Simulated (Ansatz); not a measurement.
## Effect of O → Te on SrO

Consider SrO in the rock salt structure (space group Fm-3m, No. 225; a = 5.1949 Å).

Modification: full substitution O → Te, then cell and atoms are relaxed.

Calculations: Ansatz (a program for electronic structure), PBE, PAW, cutoff 420 eV, spin-orbit coupling left out. k-mesh 9×9×9 (Γ-centred); smearing 0.05 eV (Fermi–Dirac), for the changed cell.

```csv
quantity,base,changed,shift
volume per atom,17.52 Å³,37.91 Å³,+20.382 Å³
density,4.91 g/cm³,4.71 g/cm³,-0.20 g/cm³
lattice parameter a,5.195 Å,6.718 Å,+1.5235 Å
space group,Fm-3m (No. 225),Fm-3m (No. 225),–
shortest interatomic distance,2.597 Å,3.359 Å,+0.762 Å
band gap,3.33 eV,1.78 eV,-1.542 eV
gap character,"indirect, Γ → X","indirect, Γ → X",–
electron mass,"1.2 mₑ along k, 0.41 mₑ across (at X)","1.3 mₑ along k, 0.26 mₑ across (at X)",–
"hole mass (degenerate bands, along [100])",–,"0.16, 0.94, 0.94 mₑ (at Γ)",–
```

Cost of the whole job for the changed cell (relaxation, final SCF and bands): about 25 core-seconds (a rough figure).

Spin-orbit coupling, missing from the scalar runs, can matter with Te. Masses are band curvatures over ±0.01 Å⁻¹ around the edge. Along k means along the line from Γ to the band edge. No phonon test of stability was made.
